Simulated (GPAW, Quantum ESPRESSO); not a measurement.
A Quantum ESPRESSO input for a self-consistent single point of SiC (P6_3mc, 8 atoms in the cell) (DFT, LDA (PZ), plane waves, GBRV 1.5 ultrasoft (LDA) pseudopotentials):

```fortran
&CONTROL
  calculation = 'scf'
  prefix = 'pwscf'
  outdir = './out'
  pseudo_dir = './'
  tprnfor = .true.
  tstress = .true.
/
&SYSTEM
  ibrav = 0
  nat = 8
  ntyp = 2
  ecutwfc = 40
  ecutrho = 200
  occupations = 'smearing'
  smearing = 'gauss'
  degauss = 0.0147
/
&ELECTRONS
  conv_thr = 1.0d-10
  mixing_beta = 0.3
/
ATOMIC_SPECIES
Si    28.0850  si_lda_v1.uspp.F.UPF
C     12.0110  c_lda_v1.2.uspp.F.UPF
ATOMIC_POSITIONS {crystal}
Si    0.00000000    0.00000000    0.00000000
Si    0.00000000    0.00000000    0.50000000
Si    0.66666667    0.33333333    0.75018000
Si    0.33333333    0.66666667    0.25018000
C     0.00000000    0.00000000    0.81216000
C     0.00000000    0.00000000    0.31216000
C     0.66666667    0.33333333    0.56329000
C     0.33333333    0.66666667    0.06329000
K_POINTS {automatic}
12 12 4  0 0 0
CELL_PARAMETERS {bohr}
   5.72235712     0.00000000     0.00000000
  -2.86117856     4.95570664     0.00000000
   0.00000000     0.00000000    18.73353159
```

Problem. Give the GPAW input for the same structure, mesh, smearing and functional.

Solution. One input that does it (others would too):

```python
from ase import Atoms
from ase.units import GPa
from gpaw import GPAW, PW

atoms = Atoms(['Si', 'Si', 'Si', 'Si', 'C', 'C', 'C', 'C'],
              cell=[[3.028141, 0.000000, 0.000000],
                    [-1.514071, 2.622447, 0.000000],
                    [0.000000, 0.000000, 9.913358]],
              scaled_positions=[[0.000000, 0.000000, 0.000000],
                                [0.000000, 0.000000, 0.500000],
                                [0.666667, 0.333333, 0.750180],
                                [0.333333, 0.666667, 0.250180],
                                [0.000000, 0.000000, 0.812160],
                                [0.000000, 0.000000, 0.312160],
                                [0.666667, 0.333333, 0.563290],
                                [0.333333, 0.666667, 0.063290]],
              pbc=True)

calc = GPAW(mode=PW(950),
            xc='LDA',
            kpts={'size': (12, 12, 4), 'gamma': True},
            occupations={'name': 'methfessel-paxton', 'width': 0.2, 'order': 0},
            nbands=-6,
            convergence={'forces': 0.001, 'bands': -4},
            symmetry={'symmorphic': False, 'tolerance': 0.0005},
            maxiter=150)

atoms.calc = calc

energy = atoms.get_potential_energy()
print('Energy (eV):', round(energy, 6))
forces = atoms.get_forces()
print('Forces (eV/Ang):')
print(forces.round(5))
stress = atoms.get_stress()
print('Stress (GPa, Voigt):', (stress / GPa).round(4))
```

Basis, cutoffs, solver keys and any potentials are the target program's own. This input uses DFT LDA (Perdew-Wang 92), plane waves, GPAW PAW datasets LDA (gpaw-data 1.0.1). LDA parametrisations can differ slightly between programs.

The starting cell was generated: these elements placed on a structure prototype, without a prior relaxation; it need not be a known phase or ordering of this composition. Its lattice was rescaled by a random factor within 2.5 % of one.
